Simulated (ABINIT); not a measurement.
## Pressure against volume in rock-salt MgS (space group 225) (ABINIT, PBEsol)

```xyz
2
Lattice="0.0000 2.5245 2.5245 2.5245 0.0000 2.5245 2.5245 2.5245 0.0000" Properties=species:S:1:pos:R:3 pbc="T T T"
Mg     0.0000     0.0000     0.0000
S      2.5245     2.5245     2.5245
```

Method: PBEsol, norm-conserving pseudopotentials (PseudoDojo nc-sr-04 PBEsol standard) (plane waves; ABINIT). Settings: pseudos = [Mg.upf, S.upf]; ecut = 110 Ry; occopt = 3; tsmear = 0.01 eV; ngkpt = 11 11 11; nshiftk = 1; shiftk = 0 0 0; potentials = PseudoDojo nc-sr-04 PBEsol standard; nband = 13; kptopt = 1; nstep = 50; tolvrs = 1e-12. The cell above is the first row's. The rows scale it uniformly. In all rows fractional positions and the k mesh are held.

| V (Å^3/atom) | P (GPa) |
|---|---|
| 16.089 | ? |
| 16.439 | 5.02 |
| 16.789 | 3.04 |
| 17.138 | 1.25 |
| 17.488 | -0.36 |
| 17.838 | -1.82 |
| 18.188 | -3.13 |
| 18.537 | -4.32 |
| 18.887 | -5.40 |

Taking a cubic for P over the 8 complete rows: With u = V - 17.7, the rows have u = -1.2610, -0.9110, -0.5620, -0.2120, 0.1380, 0.4880, 0.8370, 1.1870. Least squares gives P = -1.262 - 4.1130·u + 0.6061·u² - 0.0659·u³. Residuals (row less fit): 0.000, 0.002, -0.003, 0.002, -0.002, 0.002, -0.001, 0.000; standard error 0.003 (degrees of freedom: 4). The fitted pressure is zero at V0 = 17.41, where dP/dV = -4.486, so B0 = -V0·dP/dV = 78.1 GPa.

Q: What does the fit predict for P at V = 16.089, and how far is the calculated value from it?

A: u = -1.6110, so P = -1.262 - 4.1130 × (-1.6110) + 0.6061 × (-1.6110)² - 0.0659 × (-1.6110)³ = 7.213 GPa. The calculation gives 7.21 GPa, which the fit meets to the printed digits. The row lies outside the fitted rows, so this is an extrapolation. From the scatter of the fitted rows alone, a prediction at this place has a standard error of 0.007 GPa, so the miss is 0.4 times that.

Carrying the step between the two nearest rows on in a straight line would have given 7.00, off by 0.21; series whose last step already gives the withheld value aren't shown. The scan was laid around a cell of about the measured size, scaled by a guess for this functional. The runs keep the symmetry of the cell, so they don't test it for distortions. Cutoffs and mesh are single choices, not tested for convergence of this quantity. Series with a scatter that would blur these digits, or in which a gap closes, are not shown.
